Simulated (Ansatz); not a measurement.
The starting structures come from a database of crystals and need not be the phases stable at ambient conditions.

Crystal: SrO (P6_3mc, not sure to be the ambient phase, 4 atoms a cell, 20.4 Å³ an atom); planes in its conventional cell.

Method: r2SCAN (plane waves, PAW; Ansatz, a quantum-chemistry and plane-wave program).

The gap is the functional's own, uncorrected, and κ follows it; spin-orbit coupling is left out. Mid-gap values are interpolated between the computed energies.

| plane | area of the cell (Å²) | mid-gap κ (1/Å) | largest κ in the gap (1/Å) |
|---|---|---|---|
| (110) | 38.2 | 0.33 | 0.38 |
| (001) | 15.8 | ? | ? |

Problem. The slowest decay depends on the direction. Supply the withheld values.

Solution. 
- (001), mid-gap κ (1/Å): 0.27
- (001), largest κ in the gap (1/Å): 0.27
